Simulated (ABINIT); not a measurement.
Pressure against volume in CsCl-type CuZn (space group 221) (ABINIT, LDA)

```
CuZn
1.0
    2.83527     0.00000     0.00000
    0.00000     2.83527     0.00000
    0.00000     0.00000     2.83527
Zn Cu
1 1
Direct
  0.50000   0.50000   0.50000
  0.00000   0.00000   0.00000
```

Computed with LDA (PW92), norm-conserving pseudopotentials (PseudoDojo nc-sr-04 LDA standard) (plane waves; ABINIT 10.0.3). Settings: pseudos = [Zn.upf, Cu.upf]; ecut = 60 Ha; occopt = 3; tsmear = 0.05 eV; ngkpt = 17 17 17; nshiftk = 1; shiftk = 0 0 0; potentials = PseudoDojo nc-sr-04 LDA standard; nband = 27; kptopt = 1; nstep = 80; tolvrs = 1e-10. The cell above is the first row's. The rows scale it uniformly. In all rows fractional positions and the k mesh are held.

```csv
V (Å^3/atom),P (GPa)
11.3960,?
11.6437,2.07
11.8914,-1.26
12.1392,-4.19
12.3869,-6.78
12.6347,-9.05
12.8824,-11.05
13.1301,-12.80
13.3779,-14.34
```

Using a cubic, estimate the missing P at V = 11.3960 from the other rows, showing the fit.

With u = V - 12.5, the rows have u = -0.8563, -0.6086, -0.3608, -0.1131, 0.1347, 0.3824, 0.6301, 0.8779. Least squares gives P = -7.855 - 9.2221·u + 2.4293·u² - 0.3887·u³. Residuals (row less fit): 0.003, -0.005, 0.003, 0.000, 0.004, -0.002, -0.001, 0.002; standard error 0.004 (degrees of freedom: 4). The fitted pressure is zero at V0 = 11.79, where dP/dV = -13.23, so B0 = -V0·dP/dV = 156 GPa. At the withheld row, u = -1.1040, so P = -7.855 - 9.2221 × (-1.1040) + 2.4293 × (-1.1040)² - 0.3887 × (-1.1040)³ = 5.810 GPa. The calculation gives 5.84 GPa, 0.030 GPa above the prediction (0.1 % of the range of P in the table). The row lies outside the fitted rows, so this is an extrapolation. From the scatter of the fitted rows alone, a prediction at this place has a standard error of 0.011 GPa, so the miss is 2.7 times that.

Carrying the step between the two nearest rows on in a straight line would have given 5.40, off by 0.44; series whose last step already gives the withheld value aren't shown. The scan was laid around a cell of about the measured size, scaled by a guess for this functional. The runs keep the symmetry of the cell, so they don't test it for distortions. Spin polarisation is off. Cutoffs and mesh are single choices, not tested for convergence of this quantity. Series with a scatter that would blur these digits, or in which a gap closes, are not shown.
